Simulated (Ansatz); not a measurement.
# MoSi2: response to strain

Take MoSi2 (space group I4/mmm, No. 139; a = 3.217 Å, c = 7.875 Å; relaxed with 0.1 eV smearing) as the base. Axes: x, y, z lie along a, b, c of the conventional cell.

Strains are applied to the cell and any free atomic positions relax.

Method: Ansatz (a program for electronic structure), PBE, PAW, cutoff 420 eV, spin-orbit coupling left out.

Notes on the quantities. energy relative to the base: free energy F; pressure: mean of the normal stresses, compression positive.

```json
[
 {"variant": "base", "shortest interatomic distance": "2.597 Å", "energy relative to the base": "0 meV/atom", "pressure": "0.0 GPa"},
 {"variant": "uniaxial strain ε_zz = −3.00 %", "shortest interatomic distance": "2.527 Å", "energy relative to the base": "+20 meV/atom", "pressure": "7.5 GPa"},
 {"variant": "uniaxial strain ε_zz = −2.50 %", "shortest interatomic distance": "2.539 Å", "energy relative to the base": "+14 meV/atom", "pressure": "6.1 GPa"},
 {"variant": "uniaxial strain ε_zz = −2.00 %", "shortest interatomic distance": "2.551 Å", "energy relative to the base": "+8.8 meV/atom", "pressure": "4.8 GPa"},
 {"variant": "uniaxial strain ε_zz = −1.50 %", "shortest interatomic distance": "2.563 Å", "energy relative to the base": "+4.9 meV/atom", "pressure": "3.5 GPa"},
 {"variant": "uniaxial strain ε_zz = −0.50 %", "shortest interatomic distance": "2.586 Å", "energy relative to the base": "+0.5 meV/atom", "pressure": "1.1 GPa"},
 {"variant": "uniaxial strain ε_zz = +0.50 %", "shortest interatomic distance": "2.609 Å", "energy relative to the base": "+0.5 meV/atom", "pressure": "-1.1 GPa"},
 {"variant": "uniaxial strain ε_zz = +1.00 %", "shortest interatomic distance": "2.620 Å", "energy relative to the base": "+2.0 meV/atom", "pressure": "-2.1 GPa"},
 {"variant": "uniaxial strain ε_zz = +2.00 %", "shortest interatomic distance": "2.630 Å", "energy relative to the base": "+7.8 meV/atom", "pressure": "-4.1 GPa"},
 {"variant": "uniaxial strain ε_zz = +2.50 %", "shortest interatomic distance": "2.633 Å", "energy relative to the base": "+12 meV/atom", "pressure": "-5.0 GPa"}
]
```

No phonon test of stability was made. All final runs are without spin polarisation.
